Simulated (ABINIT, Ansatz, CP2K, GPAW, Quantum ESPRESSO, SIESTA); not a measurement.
# SrZn5 (P6/mmm, 6 atoms in the cell) computed with different codes at matched settings

Self-consistent single point.

```
CELL_PARAMETERS angstrom
      5.48629     0.00000     0.00000
     -2.74315     4.75127     0.00000
      0.00000     0.00000     4.19856
ATOMIC_POSITIONS crystal
  Sr 0.00000 0.00000 0.00000
  Zn 0.66667 0.33333 0.00000
  Zn 0.33333 0.66667 0.00000
  Zn 0.50000 0.00000 0.50000
  Zn 0.50000 0.50000 0.50000
  Zn 0.00000 0.50000 0.50000
```

Shared settings, as Ansatz (a program for electronic structure) writes them: kpoints.mp_grid.grid = 5 5 5; scf.occupations.method = fermi_dirac; scf.occupations.width = 0.1 eV. Potentials and cutoffs stand in the table.

```json
[
 {"code": "ABINIT", "model": "LDA (PW92), PAW (JTH v2.0 LDA PAW)", "pressure (GPa)": "-4.48", "cutoff": "816 eV"},
 {"code": "Ansatz", "model": "LDA (PW92), PAW files made with PBE", "pressure (GPa)": "-4.37", "cutoff": "default"},
 {"code": "CP2K", "model": "LDA (Pade form), GPW, DZVP-MOLOPT-SR-GTH basis, GTH-PADE potentials (GTH_POTENTIALS)", "pressure (GPa)": "-3.86", "cutoff": "grid 600 Ry"},
 {"code": "Quantum ESPRESSO", "model": "LDA (PZ), GBRV 1.5 ultrasoft (LDA) pseudopotentials", "pressure (GPa)": "-4.75", "cutoff": "50 Ry"},
 {"code": "SIESTA", "model": "LDA PW92, numerical atomic orbitals DZP, PseudoDojo LDA standard norm-conserving potentials (rewritten from UPF to PSML)", "pressure (GPa)": "-12.42", "cutoff": "grid 350 Ry"},
 {"code": "GPAW", "model": "LDA (Perdew-Wang 92), GPAW PAW datasets LDA (gpaw-data 1.0.1)", "pressure (GPa)": "-4.37", "cutoff": "850 eV"}
]
```

The spread over the programs that give each value: pressure within 8.56 GPa.

CP2K and SIESTA use small atom-centred bases, whose incompleteness enters pressures, forces and empty levels differently from a plane-wave cutoff. Ansatz's pressure is given at a fixed set of plane waves, as the other plane-wave codes print theirs; with its correction for the finite basis it is -4.34 GPa. The same LDA comes in different parametrisations, which differ slightly. In the pressure, SIESTA (by 7.99) lies more than 1 GPa from the median of the plane-wave programs.

The starting cell comes from a database of computed structures (which also holds hypothetical and non-ambient phases and stackings), without a prior relaxation at this level.

Left out of this page: Elk (not drawn, or without a comparable value); FLEUR (with a known weakness of the program).

Keys are those of Ansatz 0.2.
